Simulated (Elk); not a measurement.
# A self-consistent single point of Ca (Fm-3m, 1 atom in the cell) with Elk

Method of the run: PBEsol, all-electron FP-LAPW, Elk's shipped species files, APW+lo basis with extra local orbitals run with Elk 10.2.4.

Input as run:

```
tasks
  0

xctype
  22

rgkmax
  8.0

gmaxvr
  14.0

nxlo
  2

lorbcnd
  .true.

lmaxi
  2

stype
  3

swidth
  0.00367493

avec
    0.0000000000    5.2881528954    5.2881528954
    5.2881528954    0.0000000000    5.2881528954
    5.2881528954    5.2881528954    0.0000000000

sppath
  'species/'

atoms
  1   : nspecies
  'Ca.in'   : spfname
  1   : natoms; atposl, bfcmt below
  0.0000000000  0.0000000000  0.0000000000    0.0 0.0 0.0

ngridk
  5 5 5
```

Output (repeated stretches shortened):

```
│ Elk code version 10.2.4 │

All units are atomic (Hartree, Bohr, etc.)

│ Ground-state run starting from atomic densities │

Lattice vectors :
   0.000000000       5.288152895       5.288152895
   5.288152895       0.000000000       5.288152895
   5.288152895       5.288152895       0.000000000

Unit cell volume      :    295.7617489
Brillouin zone volume :   0.8386825353

Muffin-tin inner radius fraction :   0.1000000000E-01

Nuclei treated as point charges

Species :    1 (Ca)
 parameters loaded from : Ca.in
 name : calcium
 nuclear charge    :   -20.00000000
 electronic charge :    20.00000000
 atomic mass :    73057.72469
 muffin-tin radius :    2.400000000
 number of radial points in muffin-tin :    497
 atomic positions (lattice), magnetic fields (Cartesian) :
   1 :   0.00000000  0.00000000  0.00000000    0.00000000  0.00000000  0.00000000

Total number of atoms per unit cell :    1

Spin treatment :
 spin-unpolarised

Number of Bravais lattice symmetries :   48
Number of crystal symmetries         :   48
Crystal has inversion symmetry
Real symmetric eigensolver will be used

k-point grid :      5     5     5
k-point offset :    0.000000000       0.000000000       0.000000000
k-point set is reduced with full crystal symmetry group
Total number of k-points :       10

Muffin-tin radius times maximum |G+k| :    8.000000000
 using average radius
Maximum |G+k| for APW functions       :    3.333333333
Maximum (1/2)|G+k|²                   :    5.555555556
Maximum |G| for potential and density :    14.00000000
 potential will be trimmed for |G| > 2 gkmax
Constant for pseudocharge density :    8
Radial integration step length :    4

G-vector grid sizes :     35    35    35
Number of G-vectors :    13731

Maximum angular momentum used for
 APW functions                      :    8
 outer part of muffin-tin           :    6
 inner part of muffin-tin           :    2

Total nuclear charge    :   -20.00000000
Total core charge       :    10.00000000
Total valence charge    :    10.00000000
Total excess charge     :    0.000000000
Total electronic charge :    20.00000000

Effective Wigner radius, rₛ :    1.522677044

Number of empty states         :    4
Total number of valence states :    9
Total number of core states    :   10

Conduction state local-orbitals added automatically
Total number of local-orbitals :   69

Exchange-correlation functional :     22     0     0
 PBEsol, Phys. Rev. Lett. 100, 136406 (2008)
 gradient requirement :    1
 generalised gradient approximation (GGA)

Smearing type :    3
 Fermi-Dirac
Smearing width :   0.3674930000E-02
Effective electronic temperature (K) :    1160.451112

Mixing type :    3
 Broyden mixing, J. Phys. A: Math. Gen. 17, L317 (1984)

Kohn-Sham potential initialised from atomic data

│ Self-consistent loop started │
│ Loop number : 1 │
 total energy                :     -680.589944373
│ Loop number : 2 │
 total energy                :     -680.578435353
RMS change in Kohn-Sham potential (target) :   0.2788569946     (  0.1000000000E-05)
Absolute change in total energy (target)   :   0.1150901927E-01 (  0.1000000000E-03)
│ Loop number : 3 │
 total energy                :     -680.084301314
RMS change in Kohn-Sham potential (target) :   0.1508473920     (  0.1000000000E-05)
Absolute change in total energy (target)   :   0.4970112939     (  0.1000000000E-03)
│ Loop number : 4 │
 total energy                :     -679.758479565
RMS change in Kohn-Sham potential (target) :   0.5702645758E-01 (  0.1000000000E-05)
Absolute change in total energy (target)   :   0.4500745725     (  0.1000000000E-03)
│ Loop number : 5 │
 total energy                :     -679.625870758
RMS change in Kohn-Sham potential (target) :   0.1611366812E-01 (  0.1000000000E-05)
Absolute change in total energy (target)   :   0.2451274507     (  0.1000000000E-03)
│ Loop number : 6 │
 total energy                :     -679.586731876
RMS change in Kohn-Sham potential (target) :   0.3531963777E-02 (  0.1000000000E-05)
Absolute change in total energy (target)   :   0.1004207443     (  0.1000000000E-03)
│ Loop number : 7 │
 total energy                :     -679.575462245
RMS change in Kohn-Sham potential (target) :   0.1906153314E-03 (  0.1000000000E-05)
Absolute change in total energy (target)   :   0.3637481695E-01 (  0.1000000000E-03)
│ Loop number : 8 │
 total energy                :     -679.575348588
RMS change in Kohn-Sham potential (target) :   0.1141844212E-03 (  0.1000000000E-05)
Absolute change in total energy (target)   :   0.9207360918E-02 (  0.1000000000E-03)
│ Loop number : 9 │
 total energy                :     -679.574741505
RMS change in Kohn-Sham potential (target) :   0.9356319888E-05 (  0.1000000000E-05)
Absolute change in total energy (target)   :   0.2908923363E-02 (  0.1000000000E-03)
│ Loop number : 10 │
 total energy                :     -679.574570238
RMS change in Kohn-Sham potential (target) :   0.8289044962E-06 (  0.1000000000E-05)
Absolute change in total energy (target)   :   0.8984978635E-03 (  0.1000000000E-03)
│ Loop number : 11 │
 total energy                :     -679.574552813
RMS change in Kohn-Sham potential (target) :   0.5800111370E-06 (  0.1000000000E-05)
Absolute change in total energy (target)   :   0.2420494416E-03 (  0.1000000000E-03)
│ Loop number : 12 │
 total energy                :     -679.574549516
RMS change in Kohn-Sham potential (target) :   0.1079694666E-06 (  0.1000000000E-05)
Absolute change in total energy (target)   :   0.6380962168E-04 (  0.1000000000E-03)
Convergence targets achieved

│ Loop number : 13 │

Energies :
 Fermi                       :     0.104109863593
 sum of eigenvalues          :     -398.259918580
 electron kinetic            :      684.554342073
 core electron kinetic       :      639.906329896
 Coulomb                     :     -1328.86394529
 Coulomb potential           :     -1036.73866792
 nuclear-nuclear             :     -77.8012968560
 electron-nuclear            :     -1465.38662895
 Hartree                     :      214.323980517
 Madelung                    :     -810.494611332
 xc potential                :     -46.0755927337
 exchange                    :     -34.3359986790
 correlation                 :    -0.927504172214
 electron entropic           :    -0.144255013441E-02
 total energy                :     -679.574548620

Density of states at Fermi energy :    33.17908623
 (states/Hartree/unit cell)

Estimated indirect band gap :   0.6434162596E-02
 from k-point      9 to k-point      6
Estimated direct band gap   :   0.2109310407E-01
 at k-point      9

Charges :
 core                        :    10.00000000
 valence                     :    10.00000000
 interstitial                :    1.906999745
 muffin-tins (core leakage)
  species :    1 (Ca)
   atom    1                 :    18.09300026     (  0.1958169271E-07)
 total in muffin-tins        :    18.09300026
 total calculated charge     :    20.00627067
 total charge                :    20.00000000
 error                       :   0.6270670859E-02

│ Self-consistent loop stopped │
```

The run converged in 13 iterations. The count includes the last loop, which Elk runs after its targets are met.

The starting cell has typed, rounded lattice constants, without a prior relaxation at this level. Its lattice was rescaled by up to half a per cent. Values depend on the basis (sphere radii, cutoffs, local orbitals), which need not be converged. The log's line on a gap gives a spacing of levels on this mesh, which the program prints for metals too.
